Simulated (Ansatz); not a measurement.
The starting structures come from a database of crystals and need not be the phases stable at ambient conditions.

Input:

```xyz
20
Lattice="6.3806 0.0000 0.0000 0.0000 6.9460 0.0000 1.2265 0.0000 11.9364" Properties=species:S:1:pos:R:3 pbc="T T T"
Ba     1.8837     1.7365     0.5359
Ba     5.7233     5.2095    11.4005
Ba     1.2230     1.7365     7.7300
Ba     6.3840     5.2095     4.2064
P      3.7005     1.7365     5.3380
P      3.9065     5.2095     6.5985
P      5.5728     1.7365     2.6702
P      2.0342     5.2095     9.2663
P      5.7876     1.7365     4.8414
P      1.8194     5.2095     7.0950
P      4.2400     3.4188     2.3551
P      3.3670     3.5272     9.5814
P      3.3670     6.8918     9.5814
P      4.2400     0.0542     2.3551
P      2.6911     2.9013     3.7301
P      4.9159     4.0446     8.2063
P      4.9159     6.3743     8.2063
P      2.6911     0.5717     3.7301
Br     6.5192     1.7365    10.9123
Br     1.0878     5.2095     1.0241
```

Space group of this cell: P2_1/m. The cell is taken as given.

Transport runs along the normal of the first two printed cell vectors.

The gap is the functional's own, uncorrected, and κ follows it; spin-orbit coupling is left out. Mid-gap values are interpolated between the computed energies.

Task: Compute, with r2SCAN in Ansatz (a program for electronic structure), the band gap and the smallest decay constant κ at mid-gap.

Result: Gap 1.92 eV on a 6×6×4 mesh; κ = 0.306 1/Å, at (0.500, 0.500) of the in-plane reciprocal vectors. At the zone centre, at the nearest computed energy, the slowest state has κ = 0.31 1/Å.
